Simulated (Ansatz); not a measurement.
Take MgO (space group R-3m, No. 166; a cell from a computed database, its experimental status unchecked) as the base.

```
MgO
1.0
    1.48389     0.85673    19.79202
   -1.48389     0.85673    19.79202
    0.00000    -1.71345    19.79202
Mg O
8 8
Direct
  0.37563   0.37563   0.37563
  0.62437   0.62437   0.62437
  0.79230   0.79230   0.79230
  0.20770   0.20770   0.20770
  0.91540   0.91540   0.91540
  0.08460   0.08460   0.08460
  0.50000   0.50000   0.50000
  0.00000   0.00000   0.00000
  0.14615   0.14615   0.14615
  0.85385   0.85385   0.85385
  0.43845   0.43845   0.43845
  0.56155   0.56155   0.56155
  0.31287   0.31287   0.31287
  0.68713   0.68713   0.68713
  0.26919   0.26919   0.26919
  0.73081   0.73081   0.73081
```

Cartesian axes are those of the cell as printed.

The values are results of Kohn–Sham DFT with the PBEsol functional, run in Ansatz (a first-principles code) with PAW and 420 eV plane waves, scalar-relativistic without spin-orbit coupling, not measurements.

The change: every lattice vector is shortened by 1.43 %, atoms relaxed at fixed cell.

**Question.** Predict the stress tensor and what it implies for the stiffness.

**Answer.** Stress of the strained cell less that of the base (GPa, compression positive):
```
   7.21    0.00    0.00
   0.00    7.21    0.00
   0.00    0.00    7.55
```

Then B = −ΔP/(ΔV/V₀) with ΔV/V₀ = -0.0423 gives secant stiffness values (nonlinear terms included at this strain): B (at held cell shape, above the free-shape value) ≈ 173 GPa.

As a check, the harmonic strain energy −½ V₀ Δσ:ε is 9.3 meV/atom; the computed energy rise is 8.8 meV/atom.

Whether these cells are dynamically stable was not tested. This is not the structure that MgO has at room temperature and ambient pressure.
